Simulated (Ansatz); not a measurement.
Defect migration in beta Ga2O3: interstitial Mg, charge state +2. All values below come from PBE, PAW (plane waves to 420 eV; Ansatz, a first-principles code).

Cell of 120 host sites held at the relaxed PBE lattice; the Γ point alone; Fermi-Dirac width 0.01 eV, spin-restricted; finite-size errors left in. Static, classical nuclei. The charge state is imposed; whether it is stable for some Fermi level was not computed. Sites that were not tried may lie lower.

Barriers: single points on a 2×2×2 k-point mesh shifted by half a step at the bands' geometries.

The step: several atoms move together, Mg the farthest; the atom moves 1.77 Å along (0.01, -0.50, -0.14) of the unit cell; the moving atom starts with neighbours O at 1.87, 2 O at 1.92, O at 2.03 Å and ends with O at 1.87, 2 O at 1.92, O at 2.03 Å.

Task: What is the computed migration barrier of this step (PBE, PAW)?

Result: 0.40 eV, the same both ways. At the saddle the moving atom has neighbours 2 O at 1.87, O at 2.20, O at 2.29 Å. The saddle point's order was not checked.
